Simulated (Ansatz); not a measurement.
Base system: SnO$_{2}$ in the rutile structure (space group P4_2/mnm, No. 136; a = 4.828 Å, c = 3.238 Å). Axes: x, y, z lie along a, b, c of the conventional cell.

Level of theory: DFT with PBE, PAW potentials and a 420 eV plane-wave cutoff in Ansatz (a quantum-chemistry and plane-wave program), no spin-orbit coupling.

For the base:

| Property | Value |
|---|---|
| Gap character | direct at Γ |
| Volume per atom | 12.58 Å³ |

Perturbation: biaxial strain −2.40 %, plane normal [001], relaxed out of plane (Cartesian); in-plane vectors clamped, the third vector and the atoms free.

### Question
What happens to the gap character, in-plane stress and volume per atom?

### Answer
The gap character stays direct at Γ; the mean in-plane stress (compression positive) amounts to +6.9 GPa; the volume per atom shrinks by 0.38 Å³ (12.58 Å³ → 12.20 Å³).

No phonon test of stability was made.
